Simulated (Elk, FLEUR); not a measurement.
An Elk input for a self-consistent single point of Ni3Se2 (R32, 5 atoms in the cell) (DFT, LDA (PW92), all-electron FP-LAPW, Elk's shipped species files, APW+lo basis with extra local orbitals):

```
tasks
  0

xctype
  3

tforce
  .true.

rgkmax
  7.5

gmaxvr
  18.0

lmaxapw
  10

lmaxo
  8

nxlo
  2

lorbcnd
  .true.

lradstp
  2

nrmtscf
  2.0

rmtscf
  0.85

lmaxi
  4

stype
  0

swidth
  0.00367493

scale
  7.805723335

avec
    0.7114226247    0.4107400039    0.5702372298
   -0.7114226247    0.4107400039    0.5702372298
    0.0000000000   -0.8214801278    0.5702371434

sppath
  './'

atoms
  2   : nspecies
  'Ni.in'   : spfname
  3   : natoms; atposl, bfcmt below
  0.2467650000  0.7532350000  0.0000000000    0.0 0.0 0.0
  0.0000000000  0.2467650000  0.7532350000    0.0 0.0 0.0
  0.7532350000  0.0000000000  0.2467650000    0.0 0.0 0.0
  'Se.in'   : spfname
  2   : natoms; atposl, bfcmt below
  0.2578800000  0.2578800000  0.2578800000    0.0 0.0 0.0
  0.7421200000  0.7421200000  0.7421200000    0.0 0.0 0.0

ngridk
  7 7 7
```

### Question
Write the same calculation as an input for FLEUR.

### Answer
This is the input that was run; spellings and numerical settings could be chosen otherwise.

Input of the input generator:

```
scf Ni3Se2
&input film=f /
0.7114226247 0.4107400039 0.5702372298
-0.7114226247 0.4107400039 0.5702372298
0.0000000000 -0.8214801278 0.5702371434
7.8057233355
1.0 1.0 1.0

5
28 0.2467650000 0.7532350000 0.0000000000
28 0.0000000000 0.2467650000 0.7532350000
28 0.7532350000 0.0000000000 0.2467650000
34 0.2578800000 0.2578800000 0.2578800000
34 0.7421200000 0.7421200000 0.7421200000

&comp jspins=1 /
&exco xctyp='pz' /
&kpt div1=7 div2=7 div3=7 /
&end /
```

```xml
<?xml version="1.0" encoding="UTF-8" standalone="no"?>
<fleurInput fleurInputVersion="0.39">
   <comment>
      scf Ni3Se2                                                                                          
   </comment>
   <calculationSetup>
      <cutoffs Kmax="3.9" Gmax="15.6" GmaxXC="15.6" numbands="0"/>
      <scfLoop itmax="80" minDistance="0.00001" maxIterBroyd="15" imix="Anderson" alpha="0.05" precondParam="0.0" spinf="2.0"/>
      <coreElectrons ctail="T" frcor="F" kcrel="0" coretail_lmax="0"/>
      <xcFunctional name="pz" relativisticCorrections="F"/>
      <magnetism jspins="1"/>
      <soc l_soc="F" theta="0.0" phi="0.0" spav="F"/>
      <expertModes spex="0" secvar="F"/>
      <geometryOptimization l_f="T" forcealpha="1.0" forcemix="BFGS" epsdisp="0.00001" epsforce="0.00001"/>
      <ldaU l_linMix="F" mixParam="0.05" spinf="1.0"/>
   </calculationSetup>
   <cell>
      <bzIntegration valenceElectrons="80.0" mode="gauss" fermiSmearingEnergy="0.00367493">
         <kPointListSelection listName="default-1"/>
         <!-- k-points included here -->
         <xi:include xmlns:xi="http://www.w3.org/2001/XInclude" href="kpts.xml"> </xi:include>
      </bzIntegration>
      <!-- symmetry operations included here -->
      <xi:include xmlns:xi="http://www.w3.org/2001/XInclude" href="sym.xml"> </xi:include>
      <bulkLattice scale="1.0">
         <bravaisMatrix>
            <row-1>    5.5531681830234483     3.2061228332655909     4.4511140514207357</row-1>
            <row-2>   -5.5531681830234483     3.2061228332655909     4.4511140514207357</row-2>
            <row-3>    0.0000000000000000    -6.4122466032179819     4.4511133770062399</row-3>
         </bravaisMatrix>
      </bulkLattice>
   </cell>
   <atomSpecies>
      <species name="Nickel (Ni)" element="Ni" atomicNumber="28">
         <mtSphere radius="2.05" gridPoints="707" logIncrement="0.017"/>
         <atomicCutoffs lmax="8" lnonsphr="6"/>
         <electronConfig flipSpins="F">
            <coreConfig>(1s1/2) (2s1/2) (2p1/2) (2p3/2) (3s1/2)</coreConfig>
            <valenceConfig>(3p1/2) (3p3/2) (4s1/2) (3d3/2) (3d5/2)</valenceConfig>
            <stateOccupation state="(3d3/2)" spinUp="1.6" spinDown="1.6"/>
            <stateOccupation state="(3d5/2)" spinUp="2.4" spinDown="2.4"/>
         </electronConfig>
         <energyParameters s="4" p="4" d="3" f="4"/>
         <lo type="SCLO" l="1" n="3" eDeriv="0"/>
      </species>
      <species name="Selenium (Se)" element="Se" atomicNumber="34">
         <mtSphere radius="2.05" gridPoints="707" logIncrement="0.018"/>
         <atomicCutoffs lmax="8" lnonsphr="6"/>
         <electronConfig flipSpins="F">
            <coreConfig>(1s1/2) (2s1/2) (2p1/2) (2p3/2) (3s1/2) (3p1/2) (3p3/2)</coreConfig>
            <valenceConfig>(4s1/2) (3d3/2) (3d5/2) (4p1/2) (4p3/2)</valenceConfig>
            <stateOccupation state="(4p1/2)" spinUp="0.6666666666667" spinDown="0.6666666666667"/>
            <stateOccupation state="(4p3/2)" spinUp="1.3333333333333" spinDown="1.3333333333333"/>
         </electronConfig>
         <energyParameters s="4" p="4" d="3" f="4"/>
         <lo type="HELO" l="2" n="4" eDeriv="0"/>
      </species>
   </atomSpecies>
   <atomGroups>
      <atomGroup species="Nickel (Ni)">
         <relPos label="                   1">.2467650000 -.2467650000 .0000000000</relPos>
         <relPos label="                   2">.0000000000 .2467650000 -.2467650000</relPos>
         <relPos label="                   3">-.2467650000 .0000000000 .2467650000</relPos>
         <force calculate="T" relaxXYZ="TTT"/>
      </atomGroup>
      <atomGroup species="Selenium (Se)">
         <relPos label="                   4">.2578800000 .2578800000 .2578800000</relPos>
         <relPos label="                   5">-.2578800000 -.2578800000 -.2578800000</relPos>
         <force calculate="T" relaxXYZ="TTT"/>
      </atomGroup>
   </atomGroups>
   <output dos="F" band="F" slice="F">
      <checks vchk="F" cdinf="F"/>
      <bandDOS minEnergy="-.5*Htr" maxEnergy="0.5*Htr" sigma="0.015" storeEVData="T"/>
      <vacuumDOS vacdos="F" integ="F" star="F" nstars="0" locx1="0.0" locy1="0.0" locx2="0.0" locy2="0.0" nstm="0" tworkf="0.0"/>
      <unfoldingBand unfoldBand="F" supercellX="1" supercellY="1" supercellZ="1"/>
      <plotting iplot="0" polar="F">
         <plot TwoD="T" vec1="  1.0  0.0  0.0" vec2="  0.0  1.0  0.0" vec3="  0.0  0.0  1.0" zero="  0.0  0.0  0.0" file="plot"/>
      </plotting>
      <chargeDensitySlicing numkpt="0" minEigenval="0.0" maxEigenval="0.0" nnne="0" pallst="F"/>
      <specialOutput eonly="F"/>
      <magneticCircularDichroism mcd="F" energyLo="-10.0" energyUp="0.0"/>
   </output>
  <!-- We include the file relax.xml here to enable relaxations (see documentation) -->
  <xi:include xmlns:xi="http://www.w3.org/2001/XInclude" href="relax.xml"> <xi:fallback/> </xi:include>
</fleurInput>
```

Basis settings and potentials, where a program has them, do not carry over. This input uses DFT, LDA (Perdew-Zunger), all-electron FLAPW (FLEUR), scalar-relativistic valence. LDA parametrisations can differ slightly between programs.

The starting cell comes from a database of computed structures (which also holds hypothetical and non-ambient phases and stackings), without a prior relaxation at this level. Its lattice was rescaled by a random factor within 2.5 % of one.
